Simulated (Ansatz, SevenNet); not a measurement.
For TiTe2 (model structure, started from the rutile type, P4₂/mnm, No. 136, 6 atoms in the cell), the machine-learned potential SevenNet-0 (trained on PBE and PBE+U data) gives:

- lattice parameter a = 6.643 Å
- c axis length = 3.903 Å

**Question.** What does r²SCAN in Ansatz (PAW) give for the same quantities?

**Answer.** 
- lattice constant a: 6.717 Å (rises by 1.1 %)
- lattice parameter c: 3.811 Å (falls by 2.4 %)

Changes are worked out from the printed values.

Unless a cell is named, each level is at its own relaxed cell (SevenNet-0 28.71, r²SCAN 28.66 Å³/atom).

Ansatz's density-functional and Hartree–Fock values are scalar-relativistic unless marked +SOC, with PAW data made under PBE.

A model structure was made by putting elements into a prototype or built by hand; it is no filed structure, need not be a known phase, and can be a saddle point held by its symmetry.

Ansatz is an electronic-structure program.
